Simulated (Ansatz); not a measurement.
The starting structures come from a database of crystals and need not be the phases stable at ambient conditions.

 Where the default PAW files enter, the runs use the earlier of Ansatz's two default sets.

Given:

```yaml
crystal:
  lattice:
    - [4.82587, 0.00000, 0.00000]
    - [0.00000, 4.82587, 0.00000]
    - [0.00000, 0.00000, 7.65414]
  atoms:
    - { symbol: Te, position: [0.97275, 0.97275, 0.00000] }
    - { symbol: Te, position: [0.52725, 0.47275, 0.75000] }
    - { symbol: Te, position: [0.02725, 0.02725, 0.50000] }
    - { symbol: Te, position: [0.47275, 0.52725, 0.25000] }
    - { symbol: O, position: [0.74006, 0.86051, 0.18473] }
    - { symbol: O, position: [0.63949, 0.24006, 0.93473] }
    - { symbol: O, position: [0.25994, 0.13949, 0.68473] }
    - { symbol: O, position: [0.36051, 0.75994, 0.43473] }
    - { symbol: O, position: [0.24006, 0.63949, 0.06527] }
    - { symbol: O, position: [0.13949, 0.25994, 0.31527] }
    - { symbol: O, position: [0.75994, 0.36051, 0.56527] }
    - { symbol: O, position: [0.86051, 0.74006, 0.81527] }
```

Space group of this cell: P4_32_12. The cell is taken as given.

Level of theory: r2SCAN (plane waves, PAW; Ansatz, a program for electronic structure).

The current runs along the normal of the first two printed vectors; no spin-orbit coupling. Scaled by the factor s: both lengths across the current (ions clamped). Meshes 6×6×4 and 6×6 across the current in all rows.

```json
[
 {"s": "0.98", "mean pressure (GPa)": "6.4", "band gap (eV)": "?"},
 {"s": "1.00", "mean pressure (GPa)": "0.4", "band gap (eV)": "3.52"},
 {"s": "1.02", "mean pressure (GPa)": "-4.4", "band gap (eV)": "3.38"}
]
```

Q: Take the slope of the band gap against ln s from the two given rows, extrapolate to s = 0.98, and say what the run there gives.

A: Slope = (3.38 − 3.52) / ln 1.02 = -7.07 eV. The line gives 3.52 + (-7.07) × ln 0.98 = 3.66 eV. The run gives 3.64 eV, 0.02 eV under the line, 16 % of the predicted step.
